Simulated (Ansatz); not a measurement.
# ZrO2, pressure series

Consider ZrO2 (space group P4_2/nmc, No. 137).

```
ZrO2
1.0
    3.62104     0.00000     0.00000
    0.00000     3.62104     0.00000
    0.00000     0.00000     5.28279
Zr O
2 4
Direct
  0.00000   0.00000   0.00000
  0.50000   0.50000   0.50000
  0.00000   0.50000   0.19278
  0.00000   0.50000   0.69278
  0.50000   0.00000   0.30722
  0.50000   0.00000   0.80722
```

Cell and atoms are relaxed at each pressure.

The values are results of Kohn–Sham DFT with the PBE functional, run in Ansatz (a first-principles code) with PAW and 420 eV plane waves, spin-orbit coupling left out, not measurements.

```csv
pressure (GPa),volume per atom (Å³/atom)
-2,11.700
-1,11.621
0,11.545
0.9,11.480
2.1,?
4.5,11.243
9,10.987
15,10.696
30,10.125
```

Task: Fit the third-order Birch–Murnaghan form P(V) = (3B₀/2)[(V₀/V)^(7/3) − (V₀/V)^(5/3)]·[1 + (3/4)(B₀′ − 4)((V₀/V)^(2/3) − 1)] (squares taken in P) to the rows shown and predict the withheld row.

Result: Least squares on the printed values gives V₀ = 11.546 Å³/atom, B₀ = 158 GPa, B₀′ = 5.6; this predicts 11.398 Å³/atom, and the run gives 11.397 Å³/atom, in agreement.

Load acts through the strain it causes; cell and atoms are relaxed under it. Whether these cells are dynamically stable was not tested. No other phases were tried under pressure. This is not the structure that ZrO2 has at room temperature and ambient pressure.
